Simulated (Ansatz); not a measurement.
Worked example: self-consistent single point of Mg6NbGa (Amm2, 8 atoms in the cell) in Ansatz (a first-principles code).

Level of theory: LDA (PW92), default PAW files made with PBE (plane waves; Ansatz).

```
Mg6NbGa
1.0
    4.96852     0.00000     0.00000
    0.00000     2.97569     5.49737
    0.00000    -2.97569     5.49737
Mg Nb Ga
6 1 1
Cartesian
  2.48426   1.48225   4.63758
  2.48426  -1.48225   4.63758
  0.00000   1.53409   6.40718
  0.00000  -1.53409   6.40718
  0.00000   0.00000   3.57274
  0.00000   0.00000   9.06989
  2.48426   0.00000   1.90275
  2.48426   0.00000   7.34383
```

Reference input (self-consistent single point, DFT, LDA (PW92), plane waves, default PAW files made with PBE): kpoints.mp_grid.grid = 5 5 5; hamiltonian.xc = lda; hamiltonian.pseudopotentials = {kind: paw} (the program's default PAW files); scf.occupations.method = fermi_dirac; scf.occupations.width = 0.1 eV. This run's input differs from it in these lines:

Ansatz 0.2 input:
```diff
@@ -16,3 +16,3 @@
 kpoints:
-  mp_grid: { grid: [5, 5, 5] }
+  mp_grid: { grid: [13, 13, 13] }
 hamiltonian:
```

Output, abridged:

```
SCF iter   1: F=—  HF=-19558.459504 eV  |F-HF|=—  |Δ(HF+E_count)|=         —  Δρ=7.86e-3  dr2=6.90e-2  ethr=1.77e-3  ⟨swp⟩=7.6  Hψ=68024  notcnv=0
all-band conjugate gradients solve this SCF's bands
preconditioner: auto → Kerker (q_TF=auto, 2.454 Å⁻¹)
SCF iter   2: F=—  HF=-19558.427187 eV  |F-HF|=—  |Δ(HF+E_count)|=   3.23e-2  Δρ=3.45e-3  dr2=2.03e-2  ethr=8.03e-5  ⟨swp⟩=2.0  Hψ=27708  notcnv=0
   [... lines left out ...]
SCF iter   5: F=—  HF=-19558.422063 eV  |F-HF|=—  |Δ(HF+E_count)|=   2.31e-5  Δρ=1.27e-4  dr2=2.15e-5  ethr=1.58e-7  ⟨swp⟩=2.0  Hψ=23391  notcnv=0
SCF iter   6: F=—  HF=-19558.422058 eV  |F-HF|=—  |Δ(HF+E_count)|=   5.00e-6  Δρ=3.20e-5  dr2=2.47e-6  ethr=2.50e-8  ⟨swp⟩=2.0  Hψ=23367  notcnv=0
SCF iter   7: F=—  HF=-19558.422058 eV  |F-HF|=—  |Δ(HF+E_count)|=   5.12e-7  Δρ=8.82e-6  dr2=1.94e-7  ethr=2.88e-9  ⟨swp⟩=2.0  Hψ=23072  notcnv=0
SCF iter   8: F=-19558.422057 eV  HF=-19558.422057 eV  |F-HF|=8.47e-9  |Δ(HF+E_count)|=   5.13e-8  Δρ=2.66e-6  dr2=1.60e-8  ethr=1.16e-10  ⟨swp⟩=5.4  Hψ=62921  notcnv=0
SCF 1 converged in 8 iterations: F = -19558.422057 eV  dr2 = 1.60e-8
Free energy (F): -19558.422057 eV
Internal energy: -19558.262119 eV  (E = F + TS)
E sigma→0 (E₀):  -19558.342088 eV
Entropy (-TS):   -0.159939 eV (-19.992 meV/atom)
Fermi energy:    7.713986 eV
--- Forces (eV/Å), atoms counted from 1 ---
  atom   1  Mg     0.00000000    -0.00804985     0.00126574
  atom   2  Mg     0.00000000     0.00804985     0.00126574
  atom   3  Mg    -0.00000000     0.04813799     0.03791711
  atom   4  Mg     0.00000000    -0.04813799     0.03791711
  atom   5  Mg    -0.00000000     0.00000000    -0.06016744
  atom   6  Mg     0.00000000    -0.00000000    -0.07931910
  atom   7  Nb    -0.00000000     0.00000000     0.04219349
  atom   8  Ga     0.00000000    -0.00000000     0.01894173
--- Stress (GPa, compression-positive) ---
       -3.324011       0.000000       0.000000
        0.000000      -3.662400      -0.000000
        0.000000      -0.000000      -3.436655
  P = ⅓ Tr σ = -3.4744 GPa (-34.744 kbar)
  The stress holds the Pulay correction. Without it, at fixed plane waves, as pw.x and ABINIT print it: P = -3.4819 GPa
```

The run converged in 8 iterations. Against the reference run the free energy rises by 1.8 meV/atom, the pressure moves little (-3.48 to -3.47 GPa) and the largest force goes from 0.094 to 0.079 eV/Å.

The starting cell comes from a database of computed structures (which also holds hypothetical and non-ambient phases and stackings), without a prior relaxation at this level. Spin polarisation is off. With a pressure of about -3 GPa the cell is away from its equilibrium volume at this level. Ansatz's pressure includes its estimate of the finite-basis (Pulay) stress.

Cost on one core of a shared machine: roughly 3 min.
